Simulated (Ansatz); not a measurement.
SiO2: band gap against strain

SiO2 (rutile, P4_2/mnm, 8.046 Å³/atom at rest, c along z) under an equal strain ε in the (001) plane with the normal axis free, as in a coherent film. PBE in Ansatz, a plane-wave DFT program (PAW, default set), 420 eV, 8×8×12 Γ-centred mesh, Fermi-Dirac smearing 0.05 eV; ions are relaxed within the symmetry of each cell. Gaps are the smallest over the k-mesh and a band path, without spin-orbit coupling; in all rows the valence edge lies at Γ and the conduction edge at Γ.

Here s stands for strain and Eg for gap.

```csv
strain (%),gap (eV)
-3.00,?
-1.80,5.329
-1.20,5.228
-0.60,5.131
0.00,5.040
```

Taking a straight line for Eg over the 4 complete rows: Means: s -0.90000, Eg 5.1820. About the means, the sum of products is -0.28920 and the sum of squares of s is 1.8000; the slope is their ratio. Least squares gives Eg = 5.0374 - 0.16067·s. Residuals (row less fit): 0.0024, -0.0022, -0.0028, 0.0026; standard error 0.0035 (degrees of freedom: 2). Over these rows the gap moves by -16 ± 0.3 eV per unit strain.

Task: Predict the withheld Eg at s = -3.00 from the fit, and compare with the calculation.

Result: Eg = 5.0374 - 0.16067 × (-3.0) = 5.5194 eV. The calculation gives 5.538 eV, 0.0186 eV above the prediction (3.7 % of the range of Eg in the table). The row lies outside the fitted rows, so this is an extrapolation. From the scatter of the fitted rows alone, a prediction at this place has a standard error of 0.0068 eV, so the miss is 2.7 times that.

One order more, fitted to all 6 runs of the series, follows each within 0.001, so the miss is the next term of a smooth law. SiO2 is here stishovite, a high-pressure form. Rows are the converged runs of the series near zero and its far end; series whose fitted rows scatter by over a few per cent of the range, as at a crossing or softening among them, aren't shown in this form. Most that stay on the fit to the last digits aren't either.
